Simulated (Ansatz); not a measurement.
# Response to strain in Ru

The reference is Ru in the hcp (Mg type) structure (space group P6_3/mmc, No. 194).

```xyz
2
Lattice="2.6919 0.0000 0.0000 -1.3459 2.3312 0.0000 0.0000 0.0000 4.2457" Properties=species:S:1:pos:R:3 pbc="T T T"
Ru     0.0000     1.5542     3.1842
Ru     1.3459     0.7771     1.0614
```

Cartesian axes are those of the cell as printed.

Strains are applied to the cell and any free atomic positions relax; under biaxial strain the out-of-plane vector relaxes too.

All numbers come from Ansatz (an electronic-structure program), PBEsol, PAW, cutoff 420 eV, no spin-orbit coupling.

Notes on the quantities. pressure: mean of the normal stresses, compression positive.

```tsv
case	volume per atom	pressure	space group
base	13.32 Å³	0.0 GPa	P6_3/mmc (No. 194)
biaxial strain −3.23 %, plane normal [001], relaxed out of plane	12.70 Å³	18.9 GPa	P6_3/mmc (No. 194)
biaxial strain −1.00 %, plane normal [001], relaxed out of plane	13.13 Å³	5.1 GPa	P6_3/mmc (No. 194)
biaxial strain +4.51 %, plane normal [001], relaxed out of plane	14.19 Å³	-16.5 GPa	P6_3/mmc (No. 194)
uniaxial strain ε_xx = −0.67 %	13.23 Å³	2.3 GPa	Cmcm (No. 63)
uniaxial strain ε_xx = +0.82 %	13.43 Å³	-2.7 GPa	Cmcm (No. 63)
uniaxial strain ε_yy = −2.92 %	12.93 Å³	11.1 GPa	Cmcm (No. 63)
uniaxial strain ε_zz = −1.21 %	13.16 Å³	4.6 GPa	P6_3/mmc (No. 194)
uniaxial strain ε_zz = +3.77 %	13.82 Å³	-11.7 GPa	P6_3/mmc (No. 194)
tensor shear ε_xy = −0.59 %	13.32 Å³	0.0 GPa	P2_1/m (No. 11)
```

Without a gap, meshes like the base's 20×20×11 leave anisotropic stresses uncertain by several tenths of a GPa, and small strain energies with them. Whether these cells are dynamically stable was not tested. All final runs are without spin polarisation.
